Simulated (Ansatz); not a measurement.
Bi₄Ge₃O₁₂ (I-43d, No. 220), treated with LDA (plane waves, PAW; Ansatz, a first-principles code).

Settings: plane-wave cutoff 500 eV, 6×6×6 k mesh, Fermi–Dirac smearing 0.05 eV, scalar-relativistic PAW data made under PBE.

Cell (relaxed at this level):

```cif
data_Bi16Ge12O48
_chemical_formula_sum 'Ge12 Bi16 O48'
_space_group_name_H-M_alt 'I-43d'
_space_group_IT_number 220
_space_group_name_Hall 'I -4bd 2c 3'
_cell_length_a 10.36042
_cell_length_b 10.36042
_cell_length_c 10.36042
_cell_angle_alpha 90.000
_cell_angle_beta 90.000
_cell_angle_gamma 90.000
loop_
_atom_site_label
_atom_site_type_symbol
_atom_site_symmetry_multiplicity
_atom_site_Wyckoff_symbol
_atom_site_fract_x
_atom_site_fract_y
_atom_site_fract_z
_atom_site_occupancy
Ge1 Ge 12 a 0.00000 0.25000 0.37500 1
Bi1 Bi 16 c 0.08310 0.08310 0.08310 1
O1 O 48 e 0.07326 0.12422 0.28957 1
```
(The calculation used a cell of 38 atoms; values per cell refer to that cell.)

**Question.** Give the computed band gap.

**Answer.** 
band gap: 3.64 eV (on the SCF k mesh)

Spin–orbit coupling is not included; with these elements it can move the gap by several tenths of an eV or more.

The computed numbers hold no vibrational or temperature effects.

Computing time: very roughly 26 core-minutes.
